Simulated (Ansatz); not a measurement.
Consider ZnSe in the zinc blende structure (space group F-43m, No. 216; a = 5.6333 Å).

The values are results of PBEsol/PAW in Ansatz (a quantum-chemistry and plane-wave program), no SOC, not measurements.

Base values:

| Item | Result |
|---|---|
| Band gap | 1.24 eV |
| Volume per atom | 22.35 Å³ |

It is then changed as follows: cell and atoms relaxed at a pressure of 2.1 GPa.

Q: How does this affect the band gap?

A: The band gap goes up by 0.12 eV to 1.36 eV.

Q: Predict the new volume per atom.

A: The volume per atom falls by 0.664 Å³ to 21.68 Å³.

Load acts through the strain it causes; cell and atoms are relaxed under it. Whether these cells are dynamically stable was not tested. Tetrahedral semiconductors of this kind turn to denser phases somewhere between about 1 and 50 GPa; those were not computed, so compressed cells here can lie past the real transition.
